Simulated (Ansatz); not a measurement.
Hypothetical zinc blende RbBr under a change: tensor shear ε_xz = −1.12 %

Base system: RbBr in the zinc blende structure (space group F-43m, No. 216; a = 7.640 Å; a hypothetical phase, not in the database extracts checked). Axes: x, y, z lie along the cube axes.

The change: tensor shear ε_xz = −1.12 % (engineering shear γ = -0.0224); the atoms relax in the strained cell.

All numbers come from plane-wave PAW DFT at the PBEsol level (Ansatz, a quantum-chemistry and plane-wave program, 420 eV), no SOC. Settings: 8×8×8 k-points, 0.05 eV Fermi–Dirac smearing.

| quantity | base | changed | shift |
|---|---|---|---|
| volume per atom | 55.74 Å³ | 55.74 Å³ | -0.007 Å³ |
| space group | F-43m (No. 216) | Imm2 (No. 44) | – |
| energy relative to the base (free energy F) | 0 meV/atom | +0.2 meV/atom | +0.2 meV/atom |
| pressure (mean of the normal stresses, compression positive) | 0.1 kbar | 0.0 kbar | -0.03 kbar |
| band gap | 4.16 eV | 4.15 eV | -0.01 eV |
| gap character | – | indirect, X → Γ | – |
| smallest direct gap | 4.27 eV | 4.26 eV | -0.01 eV |
| electron mass | 0.49 mₑ (at Γ) | 0.49 mₑ (at Γ) | – |
| largest internal atomic displacement | – | 0.019 Å | – |
| stress (xx, yy, zz, yz, xz, xy; compression positive) | – | (0.00, 0.00, 0.00, 0.00, 0.04, 0.00) GPa | – |

Final structure:

```yaml
crystal:
  lattice:
    - [-0.04278, 3.81998, 3.81998]
    - [3.77720, 0.00000, 3.77720]
    - [3.81998, 3.81998, -0.04278]
  atoms:
    - { symbol: Br, position: [0.74747, 0.75253, 0.74747] }
    - { symbol: Rb, position: [0.00253, 0.99747, 0.00253] }
```

Effective masses come from finite differences of ±0.01 Å⁻¹. Stability against distortions was not tested. Labels are those of the standard path for the cell's own space group.
